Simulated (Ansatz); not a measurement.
We consider CsGeBr3 (R3m, No. 160; cell taken from a computed entry), described by r²SCAN+SOC (plane waves, PAW; Ansatz, a first-principles code).

Settings: plane-wave cutoff 560 eV, 6×6×6 k mesh, Fermi–Dirac smearing 0.01 eV, PAW data made under PBE.

Cell (relaxed with PBEsol):

CsBr3Ge is taken in the trigonal space group R3m, hexagonal axes (No. 160), Pearson symbol hR5. Cell: a = 7.767 Å, b = 7.767 Å, c = 9.667 Å, α = 90.00°, β = 90.00°, γ = 120.00°. Cs on 3a sees 12 Br at 3.884–3.950 Å (cuboctahedral). Ge on 3a is coordinated by 3 Br at 2.590 Å and 3 Br at 2.942 Å (octahedral). Br on 9b sees 1 Ge at 2.590 Å and 1 Ge at 2.942 Å and 4 Cs at 3.884–3.950 Å (octahedral). (Neighbours: up to the widest gap in distance over summed covalent radii, below 1.35, at either atom; cation-cation and far metal-metal contacts left out.)
(The calculation used a cell of 5 atoms; values per cell refer to that cell.)

**Question.** Estimate the band gap and direct gap at Γ that the calculation returns.

**Answer.** 
- band gap: 0.80 eV (direct)
- direct gap at Γ: 5.97 eV

Note: cell and atoms aren't relaxed at this level (largest force component 0.15 eV/Å, pressure 1.0 GPa).

Computed values are for the static lattice.

Computing time: roughly 13 core-minutes.
